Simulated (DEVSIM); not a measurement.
System: Mo/SiO2/p-InP capacitor, at 300 K.

| layer (left to right) | material | thickness (nm) | Na (cm⁻³) |
|---|---|---|---|
| 1 | SiO2 | 4.00 | - |
| 2 | InP | 17000 | 1.4e15 |

Metal gate on the left, work function 4.6 eV. Fixed charge at the semiconductor interface 0 cm⁻² (in units of +e); no interface traps.

The device is made up for the run: typed textbook-type constants, with dimensions and the other settings drawn at random. Values at 300 K.

| parameter | SiO2 | InP |
|---|---|---|
| gap (eV) | 9 | 1.344 |
| affinity (eV) | 0.9 | 4.38 |
| permittivity | 3.9 | 12.5 |
| Nc (cm⁻³) | - | 5.7e17 |
| Nv (cm⁻³) | - | 1.1e19 |

Simulated with DEVSIM: 1D Poisson equation in equilibrium, Boltzmann statistics, complete ionisation; no quantum confinement or tunnelling. Metal contacts follow the ideal Schottky-Mott rule: no Fermi-level pinning, no interface dipoles.

The interface trap density was swept, all else fixed.

| interface trap density (cm^-2 eV^-1) | flat-band voltage (V) | minimum of the low-frequency capacitance (μF/cm²) | threshold voltage (band bending 2φF) (V) |
|---|---|---|---|
| 0 | -0.89 | 0.0124 | 0.09 |
| 1e10 | -0.89 | 0.0139 | 0.09 |
| 1e11 | -0.90 | 0.0276 | 0.10 |
| 3e11 | -0.92 | 0.0566 | 0.12 |
| 1e12 | -0.97 | 0.144 | 0.19 |
| 2e12 | -1.06 | 0.240 | 0.28 |

From the first row to the last the flat-band voltage goes from -0.89 to -1.06. From the first row to the last the minimum of the low-frequency capacitance goes from 0.0124 to 0.240.
